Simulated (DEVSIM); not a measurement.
Structure: Co/SiO2/p-Si capacitor, at 450 K.

```tsv
layer (left to right)	material	thickness (nm)	Na (cm⁻³)
1	SiO2	5.20	-
2	Si	5700	1e16
```

Metal gate on the left, work function 5 eV. Fixed charge at the semiconductor interface 0 cm⁻² (in units of +e); interface traps 4e12 cm⁻² eV⁻¹, uniform in energy, neutral level at 0.3 of the gap above the valence band.

Constants are typed, rounded textbook-type inputs, not results; the design itself was drawn at random and stands for no fabricated device. Values at 300 K; Nc and Nv go as T^1.5, mobilities as T to minus their exponent, the gap by Varshni's rule with the affinity fixed.

| parameter | SiO2 | Si |
|---|---|---|
| gap (eV) | 9 | 1.124 |
| affinity (eV) | 0.9 | 4.05 |
| permittivity | 3.9 | 11.7 |
| Nc (cm⁻³) | - | 2.86e19 |
| Nv (cm⁻³) | - | 3.1e19 |
| Varshni α (eV/K) | - | 0.000473 |
| Varshni β (K) | - | 636 |

Model (solved in DEVSIM): 1D Poisson equation in equilibrium, Boltzmann statistics, complete ionisation; no quantum confinement or tunnelling. Metal contacts follow the ideal Schottky-Mott rule: no Fermi-level pinning, no interface dipoles.

Task: Give the band bending (positive: bands bend down) and minority sheet density.

Result: 
```json
[
 {"Vg (V)": "-1.6", "ψs (V)": "-0.328", "minority carriers (cm⁻²)": "1.3e8"},
 {"Vg (V)": "-1", "ψs (V)": "-0.283", "minority carriers (cm⁻²)": "1.3e8"},
 {"Vg (V)": "-0.4", "ψs (V)": "-0.200", "minority carriers (cm⁻²)": "1.3e8"},
 {"Vg (V)": "0.2", "ψs (V)": "-0.006", "minority carriers (cm⁻²)": "1.3e8"},
 {"Vg (V)": "0.8", "ψs (V)": "0.276", "minority carriers (cm⁻²)": "5.9e8"},
 {"Vg (V)": "1.4", "ψs (V)": "0.546", "minority carriers (cm⁻²)": "2.2e11"},
 {"Vg (V)": "2", "ψs (V)": "0.670", "minority carriers (cm⁻²)": "1.7e12"},
 {"Vg (V)": "2.6", "ψs (V)": "0.726", "minority carriers (cm⁻²)": "3.7e12"}
]
```
